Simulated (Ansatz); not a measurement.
Start from PbF2 in the fluorite structure (space group Fm-3m, No. 225; a = 5.8987 Å).

It is then changed as follows: the cell is scaled by 0.9700 in all directions, atoms relaxed at fixed cell.

Method: DFT with PBEsol, PAW potentials and a 420 eV plane-wave cutoff in Ansatz (a program for electronic structure), no spin-orbit coupling.

Base, band edges from the VBM (valence, conduction): X -0.15, 4.31; W 0.00, 5.99; L -0.04, 4.93; Γ -2.08, 6.69; K -0.04, 5.23; U -0.04, 5.23 eV.

Give the band edges at the high-symmetry points of the new zone, measured from its valence-band maximum.


```
point  valence edge (eV)  conduction edge (eV)
-----  -----------------  --------------------
Γ                  -2.72                  6.71
X                  -0.17                  4.26
U                  -0.04                  5.27
K                  -0.04                  5.27
L                  -0.10                  4.85
W                   0.00                  6.10
```

The gap is 4.26 eV, indirect, W → X.

With Pb present, leaving out spin-orbit coupling can change the band edges. The cells carry an imposed strain or load. Stability against distortions was not tested.
